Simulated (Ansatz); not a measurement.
Start from TiO2 in the rutile structure (space group P4_2/mnm, No. 136; a = 4.643 Å, c = 2.964 Å). Axes: x, y, z lie along a, b, c of the conventional cell.

Now apply this change: tensile biaxial strain of 2.40 % in the plane normal to [001], as in epitaxy on a mismatched substrate; the out-of-plane cell vector and the atoms relax.

Computed with plane-wave PAW DFT at the PBE level (Ansatz, a first-principles code, 420 eV), no SOC.

Base, band edges from the VBM (valence, conduction): A -0.67, 2.56; M -1.03, 1.89; R -0.98, 1.90; X -0.71, 2.50; Z -1.40, 2.90; Γ 0.00, 1.86 eV.

Problem. Give the band edges at the high-symmetry points of the new zone, measured from its valence-band maximum.

Solution. 
```json
[
 {"point": "Γ", "valence edge (eV)": "0.00", "conduction edge (eV)": "1.94"},
 {"point": "X", "valence edge (eV)": "-0.61", "conduction edge (eV)": "2.57"},
 {"point": "M", "valence edge (eV)": "-0.89", "conduction edge (eV)": "1.96"},
 {"point": "Z", "valence edge (eV)": "-1.30", "conduction edge (eV)": "2.88"},
 {"point": "R", "valence edge (eV)": "-0.81", "conduction edge (eV)": "2.01"},
 {"point": "A", "valence edge (eV)": "-0.62", "conduction edge (eV)": "2.60"}
]
```

The gap is 1.94 eV, direct at Γ.

Whether these cells are dynamically stable was not tested. The final runs are not spin-polarised.
